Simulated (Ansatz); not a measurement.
The starting structures come from a database of crystals and need not be the phases stable at ambient conditions.

```
CsGeI3
1.0
    6.06593     0.00000     0.00000
    0.23272     6.12366     0.00000
   -0.18267    -0.22358     6.05906
Cs Ge I
1 1 3
Direct
  0.08901   0.58661   0.91099
  0.62735   0.13414   0.37265
  0.58838   0.58077   0.41162
  0.08007   0.09324   0.40881
  0.59119   0.09324   0.91993
```

The cell is taken as given.

Transport runs along the normal of the first two printed cell vectors.

The gap is the functional's own. No spin-orbit coupling. Mid-gap values are those at the computed energy nearest the middle.

Problem. Give the band gap and the smallest decay constant κ at mid-gap that Ansatz (an electronic-structure program) with r2SCAN yields.

Solution. Gap 1.20 eV on a 6×6×6 mesh; κ = 0.102 1/Å, at (0.500, 0.500) of the in-plane reciprocal vectors. At the zone centre the slowest state has κ = 0.17 1/Å.
